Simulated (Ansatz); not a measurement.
The starting structures come from a database of crystals and need not be the phases stable at ambient conditions.

 Where the default PAW files enter, the runs use the earlier of Ansatz's two default sets.

Tunnelling through a barrier is set by its complex band structure: the current falls as exp(−2κd) with the smallest κ.

Given:

```yaml
crystal:
  lattice:
    - [5.30213, 0.00000, 0.00000]
    - [0.00000, 5.65270, 0.00000]
    - [0.00000, -1.92476, 2.67869]
  atoms:
    - { symbol: In, position: [0.99965, 0.72794, 0.72794] }
    - { symbol: In, position: [0.49965, 0.27206, 0.77206] }
    - { symbol: H, position: [0.52089, 0.80110, 0.80110] }
    - { symbol: H, position: [0.02089, 0.19890, 0.69890] }
    - { symbol: O, position: [0.36149, 0.52282, 0.52282] }
    - { symbol: O, position: [0.86149, 0.47718, 0.97718] }
    - { symbol: O, position: [0.63597, 0.98158, 0.98158] }
    - { symbol: O, position: [0.13597, 0.01842, 0.51842] }
```

Space group of this cell: Pmn2_1. The cell is taken as given; by r2SCAN its mean pressure is -0.5 GPa.

Transport runs along the normal of the first two printed cell vectors.

The gap is the functional's own. No spin-orbit coupling. Mid-gap values are interpolated on the energy grid.

Q: Estimate the band gap and the smallest decay constant κ at mid-gap that Ansatz (an electronic-structure program) with r2SCAN returns for this system.

A: Gap 2.55 eV on a 6×12×12 mesh; κ = 0.237 1/Å, at the zone centre.
